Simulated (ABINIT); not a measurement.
Input and output of a self-consistent single point for InPd (Pm-3m, 2 atoms in the cell) (ABINIT).

Computed with LDA (PW92), PAW (JTH v2.0 LDA PAW) (plane waves; ABINIT).

```yaml
crystal:
  lattice:
    - [3.29806, 0.00000, 0.00000]
    - [0.00000, 3.29806, 0.00000]
    - [0.00000, 0.00000, 3.29806]
  atoms:
    - { symbol: In, position: [0.00000, 0.00000, 0.00000] }
    - { symbol: Pd, position: [0.50000, 0.50000, 0.50000] }
```

Reference input (self-consistent single point, DFT, PBE, plane waves, PAW (JTH v2.0 PBE PAW)): pseudos = [In.GGA_PBE-JTH.xml, Pd.GGA_PBE-JTH.xml]; ecut = 48 Ry; pawecutdg = 96 Ry; pawxcdev = 0; ixc = 11; occopt = 7; tsmear = 0.2 eV; ngkpt = 13 13 13; nshiftk = 1; shiftk = 0 0 0; potentials = JTH v2.0 PBE PAW; nband = 22. This run's input differs from it in these lines:

```diff
@@ -1,4 +1,4 @@
-# InPd, JTH v2.0 PBE PAW
+# InPd, JTH v2.0 LDA PAW
 pp_dirpath "./"
-pseudos "In.GGA_PBE-JTH.xml, Pd.GGA_PBE-JTH.xml"
+pseudos "In.LDA_PW-JTH.xml, Pd.LDA_PW-JTH.xml"
 acell 3*1.0
@@ -18,3 +18,3 @@
 pawxcdev 0
-ixc 11
+ixc 7
 occopt 7
```

Its files differ too (potentials: JTH v2.0 PBE PAW → JTH v2.0 LDA PAW).

Log, with long lists cut:

```
--- !BeginCycle
solver: {iscf: 17, nstep: 50, nline: 4, wfoptalg: 10, }
tolerances: {tolvrs: 1.00E-11, }
...

     iter   Etot(hartree)      deltaE(h)  residm     nres2
 ETOT  1  -178.54481268410    -1.785E+02 7.885E+01 7.557E+01
 ETOT  2  -187.37655505681    -8.832E+00 2.188E-01 4.202E+01
 ETOT  3  -187.29984466980     7.671E-02 9.692E-02 8.919E+00
 ETOT  4  -187.30253887891    -2.694E-03 2.887E-02 5.412E+00
 ETOT  5  -187.29528645699     7.252E-03 9.527E-03 1.836E+00
   [... 20 lines left out ...]
 ETOT 26  -187.29151656419     9.410E-11 1.729E-04 1.005E-09
 ETOT 27  -187.29151656421    -2.069E-11 1.916E-04 3.110E-10
 ETOT 28  -187.29151656421    -1.847E-12 1.402E-04 1.283E-11
 ETOT 29  -187.29151656421    -3.070E-12 1.524E-04 5.446E-12
 At SCF step   29       nres2   =  5.45E-12 < tolvrs=  1.00E-11 =>converged.

 Cartesian components of stress tensor (hartree/bohr^3)
  sigma(1 1)=  3.15345396E-04  sigma(3 2)=  0.00000000E+00
  sigma(2 2)=  3.15345396E-04  sigma(3 1)=  0.00000000E+00
  sigma(3 3)=  3.15345396E-04  sigma(2 1)=  0.00000000E+00

 ----iterations are completed or convergence reached----

 reduced coordinates (array xred) for    2 atoms
       0.000000000000      0.000000000000      0.000000000000
       0.500000000000      0.500000000000      0.500000000000
 cartesian forces (eV/Angstrom) at end:
    1     -0.00000000000000    -0.00000000000000    -0.00000000000000
    2     -0.00000000000000    -0.00000000000000    -0.00000000000000
 frms,max,avg= 0.0000000E+00 0.0000000E+00   0.000E+00  0.000E+00  0.000E+00 e/A
   [... lines left out ...]
 Fermi (or HOMO) energy (hartree) =   0.35034   Average Vxc (hartree)=  -0.44445
 Fermi (or HOMO) energy (eV) =   9.53319   Average Vxc (eV)= -12.09410
   [... lines left out ...]
'-kT*entropy'       : -5.98267640492645E-04
total_energy        : -1.87291519122977E+02
total_energy_eV     : -5.09646142057787E+03
...

-Cartesian components of stress tensor (GPa)         [Pressure= -9.2778E+00 GPa]
- sigma(1 1)=  9.27778031E+00  sigma(3 2)=  0.00000000E+00
- sigma(2 2)=  9.27778031E+00  sigma(3 1)=  0.00000000E+00
- sigma(3 3)=  9.27778031E+00  sigma(2 1)=  0.00000000E+00

 Calculation completed.
```

The run converged in 29 iterations. Against the reference run the pressure goes from 0.71 to -9.28 GPa.

The starting cell comes from a database of computed structures (which also holds hypothetical and non-ambient phases and stackings), without a prior relaxation at this level. Its lattice was rescaled by a random factor within 2.5 % of one. Spin polarisation is off. With a pressure of about -9 GPa the cell is away from its equilibrium volume at this level.

Cost on one core of a shared machine: roughly 4 min.
